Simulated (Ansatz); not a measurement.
The starting structures come from a database of crystals and need not be the phases stable at ambient conditions.

Where the default PAW files enter, the runs use the earlier of Ansatz's two default sets.

Inside the gap of an insulator the Bloch states are evanescent, with a wavenumber k + iκ along the transport direction.

Consider the following.

```
CELL_PARAMETERS angstrom
      3.65429     0.00000     0.00000
      0.00000     3.65429     0.00000
      1.82714     1.82714     2.66149
ATOMIC_POSITIONS crystal
  Be 0.00000 0.00000 0.00000
  Se 0.75000 0.25000 0.50000
```

Space group of this cell: I-4m2. The cell is strained (lengths along the current scaled by 1.03, ions clamped); by PBEsol its mean pressure is -3.8 GPa.

Transport runs along the normal of the first two printed cell vectors, the (001) (indices of the unstrained crystal) plane of the conventional cell.

No gap correction and no spin-orbit coupling; mid-gap is the computed energy nearest the middle.

Problem. Estimate the band gap and the smallest decay constant κ at mid-gap that PBEsol (Ansatz, an electronic-structure program) returns for this system.

Solution. Gap 2.46 eV on a 12×12×12 mesh; κ = 0.226 1/Å, at the zone centre.
